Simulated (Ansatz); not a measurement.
An Ansatz (a first-principles code) run: Mg3Sb2 with a change (biaxial strain +3.90 %, plane normal [001], relaxed out of plane); Ansatz, PBE, PAW, cutoff 420 eV, spin-orbit coupling left out.

Input:

Ansatz 0.2 input:
```yaml
crystal:
  lattice:
    - [4.775155717, 0, 0]
    - [2.3875778585, 4.1354061579, 0]
    - [0, 0, 7.1297824411]
  atoms:
    - { symbol: Sb, position: [0.3333333333, 0.3333333333, 0.2258019805] }
    - { symbol: Sb, position: [0.6666666667, 0.6666666667, 0.7741980195] }
    - { symbol: Mg, position: [0, 0, 0] }
    - { symbol: Mg, position: [0.3333333333, 0.3333333333, 0.6323677209] }
    - { symbol: Mg, position: [0.6666666667, 0.6666666667, 0.3676322791] }
basis: { ecutwfc: 420, ecutrho_ratio: 4, xc_grid: 2, fft_grid_basis: typed }
kpoints: { mp_grid: { grid: [12, 12, 7] } }
hamiltonian:
  xc: pbe
  dispersion: none
  pseudopotentials: { kind: paw }
scf: { occupations: { method: fermi_dirac, width: 0.05 } }
relax: { f_tol: 0.005, max_steps: 50, cell: { stress_tol: 0.01, fix: [a, b, gamma] } }
output: { forces: true, stress: true }
checkpoint: { write: state.ck, write_every: 1000 }
```

Output (explanatory and most iteration lines left out):

```
Relaxation: its limit of steps is 50 (relax.max_steps)
Pseudopotential: Sb, paw, valence charge 15
Pseudopotential: Mg, paw, valence charge 10
Crystal: 5 atoms, lattice volume = 140.793 Å³
Basis set: ecut = 420 eV, 2729 PW (Γ), exchange–correlation on 64×64×96 points (8 copies of the dense FFT grid, shifted against one another)
Bands: 36, of which v1, the nominal top of the filled ones, is band 30 counted from 1 (29 counted from 0)
Symmetry: 12 space group operations
Space group: P-3m1 (ITA 164), of the structure as read, at distance tolerance 5.2e-5 Å
k-points: 112 of 1008
Functional: x = pbe(κ = 0.804, μ = 0.2195149727645171), c = pbe(β = 0.06672455060314922)
SCF iter   1: F=—  HF=-18742.164980 eV  |F-HF|=—  |Δ(HF+E_count)|=         —  Δρ=1.52e-3  dr2=6.33e-3  ethr=1.77e-3  ⟨swp⟩=8.0  Hψ=18457  notcnv=0  defer=3
SCF iter   2: F=—  HF=-18742.163265 eV  |F-HF|=—  |Δ(HF+E_count)|=   1.71e-3  Δρ=1.12e-3  dr2=4.07e-3  ethr=1.06e-5  ⟨swp⟩=2.0  Hψ=6790  notcnv=0  defer=12
SCF 1 converged in 9 iterations: F = -18742.162420 eV  dr2 = 8.70e-8
relax step   1: F+E_penalty+E_count = -18742.16241978 eV  Δ(F+E_penalty+E_count) = +0.000e0 eV  max|allowed force component| = 1.562e-1 eV/Å  Δτ_max = 0.0000 Å  P = -2.167 GPa  Ω = 140.793 Å³  fix = [a, b, gamma]  reactions: a -3.299, b -3.299 GPa  (9 SCF iters, dr2 threshold 1.00e-7 eV, accepted)
[... steps on the carried basis left out ...]
relax step   4: F+E_penalty+E_count = -18742.16991056 eV  Δ(F+E_penalty+E_count) = -7.093e-5 eV  max|allowed force component| = 4.579e-4 eV/Å  Δτ_max = 0.0038 Å  P = -2.070 GPa  Ω = 140.239 Å³  energy of the carried Pulay correction = +4.893e-5 eV  fix = [a, b, gamma]  reactions: a -3.106, b -3.106 GPa  (5 SCF iters, dr2 threshold 2.10e-8 eV, accepted)
Crystal: 5 atoms, lattice volume = 140.239 Å³
SCF iter   1: F=—  HF=-18742.169840 eV  |F-HF|=—  |Δ(HF+E_count)|=         —  Δρ=4.28e-6  dr2=1.39e-8  ethr=3.14e-7  ⟨swp⟩=3.2  Hψ=28603  notcnv=0
SCF iter   2: F=—  HF=-18742.169862 eV  |F-HF|=—  |Δ(HF+E_count)|=   2.20e-5  Δρ=1.89e-6  dr2=4.28e-9  ethr=2.31e-11  ⟨swp⟩=3.4  Hψ=9955  notcnv=0
SCF 5 converged in 7 iterations: F = -18742.169862 eV  dr2 = 1.46e-12
SCF converged after 7 iterations
Free energy (F): -18742.169862 eV
Internal energy: -18742.167347 eV  (E = F + TS)
E sigma→0 (E₀):  -18742.168604 eV
Entropy (-TS):   -0.002515 eV (-0.503 meV/atom)
Fermi energy:    6.678874 eV
--- Forces (eV/Å), atoms counted from 1 ---
  atom   1  Sb    -0.00000000     0.00000000     0.00046165
  atom   2  Sb     0.00000000     0.00000000    -0.00046165
  atom   3  Mg    -0.00000000     0.00000000     0.00000000
  atom   4  Mg     0.00000000     0.00000000    -0.00041969
  atom   5  Mg     0.00000000     0.00000000     0.00041969
--- Stress (GPa, compression-positive) ---
       -3.105397       0.000000       0.000000
        0.000000      -3.105397       0.000000
        0.000000       0.000000       0.002544
  P = ⅓ Tr σ = -2.0694 GPa (-20.694 kbar)
--- Relaxed structure (4 steps of the walk, 4 accepted, 1 SCFs on fresh bases) ---
  cell:  # Å, volume = 140.2387 Å³
    - [4.775155716972001, -1.012925918269313e-98, 0.0]
    - [2.3875778584860003, 4.135406157924248, 1.530962877918885e-33]
    - [0.0, 2.6395066961067137e-33, 7.101699647796337]
  atoms:
    - { symbol: Sb, position: [0.33333333333333337, 0.3333333333333333, 0.22670122117264074] }
    - { symbol: Sb, position: [0.6666666666666667, 0.6666666666666666, 0.7732987788273591] }
    - { symbol: Mg, position: [1.304164919652462e-34, -1.9831792493063285e-34, 8.236092143148846e-84] }
    - { symbol: Mg, position: [0.33333333333333337, 0.3333333333333333, 0.6394397086747702] }
    - { symbol: Mg, position: [0.6666666666666667, 0.6666666666666666, 0.36056029132522965] }
```

Spin-orbit coupling, missing from the scalar runs, can matter with Sb. No phonon test of stability was made. All final runs are without spin polarisation. The cell was made from Mg₃Sb₂ (space group P-3m1, No. 164) by this change: biaxial strain +3.90 %, plane normal [001], relaxed out of plane.
